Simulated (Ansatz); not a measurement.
We consider 1T (CdI2-type) CaI₂, described by r²SCAN-D4 in Ansatz (plane waves, PAW).

Run with plane-wave cutoff 500 eV, 12×12×6 k mesh (along the axes of the cell as run), gaussian smearing 0.02 eV, scalar-relativistic PAW data made under PBE.

Cell (relaxed at this level):

```
CaI2
1.0
    2.24486    -3.88821     0.00000
    2.24486     3.88821     0.00000
    0.00000     0.00000     7.05561
Ca I
1 2
Direct
  0.00000   0.00000   0.00000
  0.33333   0.66667   0.25025
  0.66667   0.33333   0.74975
```

Predict the band gap.


* **band gap**: 4.02 eV (on the SCF k mesh)

Spin–orbit coupling is not included; with these elements it can move the gap by several tenths of an eV or more.

It cost very roughly 2.4 core-minutes of CPU time.

Ansatz is an electronic-structure program.
